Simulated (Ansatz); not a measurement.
The starting structures come from a database of crystals and need not be the phases stable at ambient conditions.

The decay constant κ of evanescent states in the gap governs leakage through a thin film.

Given:

```yaml
crystal:
  lattice:
    - [6.75520, 0.00000, 0.00000]
    - [2.10130, 6.42006, 0.00000]
    - [2.32695, -3.21003, 3.96472]
  atoms:
    - { symbol: Zn, position: [0.00000, 0.00000, 0.00000] }
    - { symbol: Zn, position: [0.25000, 0.25000, 0.50000] }
    - { symbol: Si, position: [0.50000, 0.50000, 0.00000] }
    - { symbol: Si, position: [0.75000, 0.75000, 0.50000] }
    - { symbol: As, position: [0.12500, 0.62500, 0.48721] }
    - { symbol: As, position: [0.86221, 0.38779, 0.01279] }
    - { symbol: As, position: [0.62500, 0.12500, 0.51279] }
    - { symbol: As, position: [0.38779, 0.86221, 0.98721] }
```

Space group of this cell: I-42d, chalcopyrite. The cell is taken as given; by PBEsol its mean pressure is -0.6 GPa.

Transport runs along the normal of the first two printed cell vectors, the (110) plane of the conventional cell.

The gap is the functional's own. No spin-orbit coupling. Mid-gap values are interpolated on the energy grid.

Q: State the band gap and the smallest decay constant κ at mid-gap according to Ansatz (a first-principles code) with PBEsol.

A: Gap 1.06 eV on a 8×8×8 mesh; κ = 0.072 1/Å, at the zone centre.
